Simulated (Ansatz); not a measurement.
System: zinc-blende LiF (model structure). Method: LDA (plane waves, PAW; Ansatz, a program for electronic structure).

Numerical settings: plane-wave cutoff 500 eV, 12×12×12 k mesh, gaussian smearing 0.02 eV, scalar-relativistic PAW data made under PBE.

Cell (relaxed at this level):

```
LiF
1.0
    0.00000     2.10182     2.10182
    2.10182     0.00000     2.10182
    2.10182     2.10182     0.00000
Li F
1 1
Direct
  0.00000   0.00000   0.00000
  0.25000   0.25000   0.25000
```

Task: Estimate the band gap that the calculation returns.

Result: 
- band gap: 7.96 eV (on the SCF k mesh)

Note: the relaxation could raise the start's symmetry but not lower it, so the cell can be a saddle point.

Static lattice: no zero-point or thermal effects.

A model structure was made by putting elements into a prototype or built by hand; it is no filed structure, need not be a known phase, and can be a saddle point held by its symmetry.
